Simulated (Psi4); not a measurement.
Psi4 1.11, BP86/def2-svp: In(OH)2(OiPr) (CC(C)[O][In]([OH])[OH]), 16 atoms. The geometry is a generated start, not checked to be a minimum at this level.

```json
{
  "task": "energy",
  "method": "bp86",
  "basis": "def2-svp",
  "memory": "3 GB",
  "maxiter": "100",
  "keys_of_the_molecule_block": "symmetry c1",
  "scf_type": "df (default)",
  "e_convergence": "1e-06 (default)",
  "d_convergence": "1e-06 (default)",
  "dft_radial_points": "75 (default)",
  "dft_spherical_points": "302 (default)",
  "effective_core_potentials": "those of the basis set, past Kr",
  "basis_functions": "155",
  "grid_points": "340810"
}
```

```xyz
16

In    -0.0967     0.9694     1.6847
O     -0.9941    -0.4252     2.7284
H     -1.4039    -0.0828     3.5222
O     -0.0184     2.7041     2.5754
H     -0.0410     2.6079     3.5305
O      0.6952     0.7891    -0.1072
C      0.6687    -0.3935    -0.8664
C      0.6659     0.0400    -2.3354
C     -0.5424    -1.2674    -0.5625
H      1.5856    -0.9689    -0.6670
H     -0.2526     0.5795    -2.5551
H      0.7400    -0.8324    -2.9788
H      1.5092     0.6995    -2.5230
H     -0.5131    -1.5750     0.4837
H     -1.4539    -0.6922    -0.7350
H     -0.5486    -2.1523    -1.1945
```

With the defaults (diis = true, scf_initial_accelerator = adiis, damping_percentage = 0, level_shift = 0, level_shift_cutoff = 0.01, soscf = false, soscf_start_convergence = 0.01, diis_max_vecs = 10, guess = auto, which took SAD) it converges in 11 SCF iterations. One run each on 2 threads, with these changes:
- guess = gwh
- scf_initial_accelerator = ediis
- diis = false, scf_initial_accelerator = none, damping_percentage = 60
- soscf = true, soscf_start_convergence = 0.001
- guess = sapgau
- diis_max_vecs = 6
- guess = sap
- level_shift = 0.1, level_shift_cutoff = 0.001
- level_shift = 0.5, level_shift_cutoff = 0.001

Problem. Which runs fail or end elsewhere than the default run?

Solution. No convergence: diis = false, scf_initial_accelerator = none, damping_percentage = 60 (the run ends without SCF convergence in 100 iterations). The rest reach the solution of the defaults.

| setting | SCF iterations | JK calls | end |
|---|---|---|---|
| soscf = true, soscf_start_convergence = 0.001 | 9 | 20 | same solution |
| the defaults | 11 | 12 | same solution |
| level_shift = 0.5, level_shift_cutoff = 0.001 | 11 | 12 | same solution |
| scf_initial_accelerator = ediis | 11 | 12 | same solution |
| level_shift = 0.1, level_shift_cutoff = 0.001 | 11 | 12 | same solution |
| diis_max_vecs = 6 | 14 | 15 | same solution |
| guess = gwh | 18 | 18 | same solution |
| guess = sapgau | 18 | 18 | same solution |
| guess = sap | 18 | 18 | same solution |
| diis = false, scf_initial_accelerator = none, damping_percentage = 60 | 100 | 101 | no convergence |

An SOSCF iteration holds several JK calls; a Hückel guess adds calls on atoms. 1 further run of the study ended by our limits or in an error and is left out.
